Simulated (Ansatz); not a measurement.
Take ZrN in the rock salt structure (space group Fm-3m, No. 225; a = 4.553 Å; relaxed with 0.1 eV smearing) as the base. Axes: x, y, z lie along the cube axes.

Calculations: Ansatz (an electronic-structure program), PBEsol, PAW, cutoff 420 eV, no spin-orbit coupling.

Strains are applied to the cell and any free atomic positions relax; under biaxial strain the out-of-plane vector relaxes too.

One change was made to it. Results:

```csv
quantity,base,after
"pressure (mean of the normal stresses, compression positive)",0.0 GPa,3.8 GPa
energy relative to the base (free energy F),0 meV/atom,+3.3 meV/atom
```

Which change produced these results?
A) biaxial strain −1.13 %, plane normal [110], relaxed out of plane
B) isotropic strain −1.10 %
C) biaxial strain +1.21 %, plane normal [111], relaxed out of plane
D) biaxial strain −0.82 %, plane normal [001], relaxed out of plane

D, biaxial strain −0.82 %, plane normal [001], relaxed out of plane. For comparison, the energy relative to the base in the other runs: biaxial strain +1.21 %, plane normal [111], relaxed out of plane gives +4.9 meV/atom; isotropic strain −1.10 % gives +11 meV/atom; biaxial strain −1.13 %, plane normal [110], relaxed out of plane gives +5.1 meV/atom.

Whether these cells are dynamically stable was not tested. All final runs are without spin polarisation. An odd electron count without spin: ZrN.
